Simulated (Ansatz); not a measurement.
What biaxial strain −0.97 %, plane normal [001], relaxed out of plane does to hypothetical CsCl type NbP

The parent structure is NbP in the CsCl type structure (space group Pm-3m, No. 221; a = 3.079 Å; a hypothetical phase, not in the database extracts checked; relaxed with 0.1 eV smearing). Axes: x, y, z lie along the cube axes.

Modification: biaxial strain −0.97 %, plane normal [001], relaxed out of plane (Cartesian); in-plane vectors clamped, the third vector and the atoms free.

Calculations: PBEsol (Ansatz, a program for electronic structure, PAW, no SOC). Γ-centred 19×19×19 mesh, Fermi–Dirac width 0.1 eV.

```json
[
 {"quantity": "space group", "base": "Pm-3m (No. 221)", "changed": "P4/mmm (No. 123)", "shift": "–"},
 {"quantity": "energy relative to the base (free energy F)", "base": "0 meV/atom", "changed": "+3.7 meV/atom", "shift": "+3.7 meV/atom"},
 {"quantity": "band gap", "base": "zero", "changed": "zero", "shift": "–"},
 {"quantity": "out-of-plane strain", "base": "–", "changed": "+0.63 %", "shift": "–"},
 {"quantity": "ratio −ε⊥/ε∥", "base": "–", "changed": "0.65", "shift": "–"},
 {"quantity": "mean in-plane stress (compression positive)", "base": "–", "changed": "+4.2 GPa", "shift": "–"}
]
```

No phonon test of stability was made. The final runs are not spin-polarised.
